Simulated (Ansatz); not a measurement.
Given:

```yaml
crystal:
  lattice:
    - [0.00000, 2.25722, 2.25722]
    - [2.25722, 0.00000, 2.25722]
    - [2.25722, 2.25722, 0.00000]
  atoms:
    - { symbol: N, position: [0.25000, 0.25000, 0.25000] }
    - { symbol: Ga, position: [0.00000, 0.00000, 0.00000] }
```

No spin polarisation.

All numbers come from Kohn–Sham DFT with the PBEsol functional, run in Ansatz (a quantum-chemistry and plane-wave program) with PAW and 420 eV plane waves, no spin-orbit coupling. Γ-centred 13×13×13 mesh, Fermi–Dirac width 0.05 eV.

Task: Predict the band gap.

Result: 1.63 eV.

Task: What width of the top valence band does the calculation give?

Result: 3.67 eV.

Load acts through the strain it causes; cell and atoms are relaxed under it. No phonon test of stability was made. The cell was made from GaN in the zinc blende structure (space group F-43m, No. 216) by this change: pressure −2 GPa. This is not the structure that GaN has at room temperature and ambient pressure.
